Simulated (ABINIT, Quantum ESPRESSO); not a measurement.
A Quantum ESPRESSO input for a self-consistent single point of SnO₂ (R-3m, 3 atoms in the cell) (DFT, LDA (PZ), plane waves, GBRV 1.5 ultrasoft (LDA) pseudopotentials):

```fortran
&CONTROL
   calculation = 'scf'
   prefix = 'pwscf'
   outdir = './tmp'
   pseudo_dir = './'
   tprnfor = .true.
   tstress = .true.
/
&SYSTEM
   ibrav = 5
   A = 5.150956604
   cosAB = 0.80288250401
   nat = 3
   ntyp = 2
   ecutwfc = 40
   ecutrho = 200
   occupations = 'smearing'
   smearing = 'fd'
   degauss = 0.000734986
/
&ELECTRONS
   conv_thr = 1.0d-10
   mixing_beta = 0.7
/
ATOMIC_SPECIES
Sn   118.7100  sn_lda_v1.4.uspp.F.UPF
O     15.9990  o_lda_v1.2.uspp.F.UPF
ATOMIC_POSITIONS {crystal}
Sn    0.500000000    0.500000000    0.500000000
O     0.237169000    0.237169000    0.237169000
O     0.762831000    0.762831000    0.762831000
K_POINTS {automatic}
12 12 12  0 0 0
```

**Question.** Write the same calculation as an input for ABINIT.

**Answer.** One input that does it (others would too):

```
# SnO2, PseudoDojo nc-sr-04 LDA standard
pp_dirpath "./"
pseudos "Sn.upf, O.upf"
acell 3*1.0 Angstrom
rprim
         1.6170947977    0.9336301168    4.8005930000
        -1.6170947977    0.9336301168    4.8005930000
         0.0000000000   -1.8672602336    4.8005930000
natom 3
ntypat 2
znucl 50 8
typat 1 2 2
xred
         0.5000000000    0.5000000000    0.5000000000
         0.2371690000    0.2371690000    0.2371690000
         0.7628310000    0.7628310000    0.7628310000
ecut 42 Ha
ixc 7
occopt 3
tsmear 0.00036749
nband 18
kptopt 1
ngkpt 12 12 12
nshiftk 1
shiftk 0 0 0
nstep 80
tolvrs 1.0e-12
prtwf 0
prtden 0
enunit 2
```

Basis, cutoffs, solver keys and any potentials are the target program's own. This input uses DFT, LDA (PW92), plane waves, norm-conserving pseudopotentials (PseudoDojo nc-sr-04 LDA standard). LDA parametrisations can differ slightly between programs.

The starting cell comes from a database of computed structures (which also holds hypothetical and non-ambient phases and stackings), without a prior relaxation at this level.
